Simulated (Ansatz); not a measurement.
## Convergence study of the plane-wave cutoff for Mg3Au (P3m1, 8 atoms in the cell)

```yaml
crystal:
  lattice:
    - [4.64986, 0.00000, 0.00000]
    - [-2.32493, 4.02690, 0.00000]
    - [0.00000, 0.00000, 8.45142]
  atoms:
    - { symbol: Mg, position: [0.00000, 0.00000, 0.25592] }
    - { symbol: Mg, position: [0.00000, 0.00000, 0.75000] }
    - { symbol: Mg, position: [0.33333, 0.66667, 0.92263] }
    - { symbol: Mg, position: [0.66667, 0.33333, 0.07737] }
    - { symbol: Mg, position: [0.66667, 0.33333, 0.42263] }
    - { symbol: Mg, position: [0.33333, 0.66667, 0.57737] }
    - { symbol: Au, position: [0.33333, 0.66667, 0.25000] }
    - { symbol: Au, position: [0.66667, 0.33333, 0.75000] }
```

Method of the run: LDA (PW92), default PAW files made with PBE (plane waves; Ansatz, a first-principles code).

Base settings: basis.ecutwfc = 420 eV; kpoints.mp_grid.grid = 5 5 2; hamiltonian.xc = lda; hamiltonian.pseudopotentials = {kind: paw} (the program's default PAW files); scf.occupations.method = gaussian; scf.occupations.width = 0.1 eV.

The second cell is the first with its lattice scaled by 0.98.

The mesh stays at the base's, so the ladder's end is converged at best in this setting alone.

The first pressure column holds Ansatz's estimate of the finite-basis (Pulay) stress, which hides part of the cutoff error; the other is without it.

Only quantities that move along the ladder and can be compared are tabulated.

The count of work is k-points × plane waves × bands × iterations; it is no time. 

The starting cell comes from a database of computed structures (which also holds hypothetical and non-ambient phases and stackings), without a prior relaxation at this level. Its lattice was rescaled by up to half a per cent. One atom was moved a little off its site on purpose. Without a gap this mesh is coarse (it stands for a supercell whose shortest vector is 17 Å).

Steps (basis.ecutwfc): 145 eV; 170 eV; 190 eV; 210 eV; 230 eV; 250 eV; 295 eV; 335 eV; 380 eV; 420 eV; 460 eV; 505 eV; 565 eV; 630 eV; 735 eV; 840 eV; 1010 eV.

Task: What is the coarsest basis.ecutwfc that holds the forces within 0.01 eV/Å of the last step, with all finer ones?

Result: 295 eV, at 0.16 of the last step's count of work; the step before is off by 0.023 eV/Å.

Task: What is the coarsest basis.ecutwfc that holds the free energy within 5 meV/atom of the last step, with all finer ones?

Result: 380 eV, at 0.23 of the last step's count of work; the step before is off by 7.7 meV/atom.

Task: What is the coarsest basis.ecutwfc that holds the pressure within 0.1 GPa of the last step, with all finer ones?

Result: 295 eV, at 0.16 of the last step's count of work; the step before is off by 0.19 GPa.

| basis.ecutwfc | free energy less the last step's (meV/atom) | energy of the compressed cell less the first (meV/atom) | pressure (GPa) | pressure without the Pulay estimate (GPa) | largest difference of a force vector from the last step's (eV/Å) | count of work / last |
|---|---|---|---|---|---|---|
| 145 eV | 29888.75 | -244.17 | -9.74 | -879.27 | 0.262 | 0.070 |
| 170 eV | 11698.92 | 68.52 | 0.35 | -404.69 | 0.055 | 0.077 |
| 190 eV | 5571.21 | -95.68 | -2.65 | -219.48 | 0.173 | 0.081 |
| 210 eV | 2572.37 | -4.53 | -1.94 | -116.15 | 0.070 | 0.098 |
| 230 eV | 1158.01 | -10.61 | -1.66 | -60.48 | 0.009 | 0.11 |
| 250 eV | 503.07 | -11.54 | -1.88 | -31.01 | 0.023 | 0.12 |
| 295 eV | 62.51 | 0.17 | -2.01 | -6.94 | 0.001 | 0.16 |
| 335 eV | 7.73 | -0.53 | -2.04 | -2.82 | 0.001 | 0.19 |
| 380 eV | 0.93 | -0.70 | -2.06 | -2.12 | 0.000 | 0.23 |
| 420 eV | 0.51 | -0.74 | -2.07 | -2.08 | 0.000 | 0.27 |
| 460 eV | 0.32 | -0.75 | -2.07 | -2.08 | 0.000 | 0.31 |
| 505 eV | 0.20 | -0.75 | -2.07 | -2.07 | 0.000 | 0.36 |
| 565 eV | 0.15 | -0.75 | -2.07 | -2.07 | 0.000 | 0.42 |
| 630 eV | 0.09 | -0.76 | -2.07 | -2.07 | 0.000 | 0.50 |
| 735 eV | 0.03 | -0.76 | -2.07 | -2.07 | 0.000 | 0.63 |
| 840 eV | 0.01 | -0.76 | -2.07 | -2.07 | 0.000 | 0.76 |
| 1010 eV | 0.00 | -0.76 | -2.07 | -2.07 | 0.000 | 1.0 |

The energy difference between the two cells stays within 1 meV/atom of the last step's from 295 eV on, the total only from 380 eV on: much of the error is common to both cells and cancels.

At the lowest cutoff the pressure without the Pulay estimate lies 877 GPa under the last step's, the usual sign of Pulay stress in an incomplete plane-wave basis.

Keys are those of Ansatz 0.2.
